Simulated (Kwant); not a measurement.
Device: normal lead on a InAs wire with induced superconductivity. Mass 0.023 mₑ, grid 10 nm, pairing Δ = 0.3 meV, chemical potential 0.54 meV in the wire and 6 meV in the lead, Rashba 0.033 eV nm, Zeeman energy 0 meV along the wire, barrier 17 meV × 30 nm; the superconducting wire is semi-infinite.

Constants are typed, rounded textbook-type inputs, not results; the design itself was drawn at random and stands for no fabricated device.

Model: Bogoliubov-de Gennes tight-binding model of one subband, both spins, coherent transport at 0 K (Kwant). Conductance is in e²/h.

Q: Does the wire meet the condition for a Majorana end state, and what zero-bias conductance follows?

A: √(Δ² + μ²) = 0.618 meV against a Zeeman energy of 0.000 meV: the condition is not met, so no quantised peak is due. Simulated G(0) = 2.6e-5 e²/h.
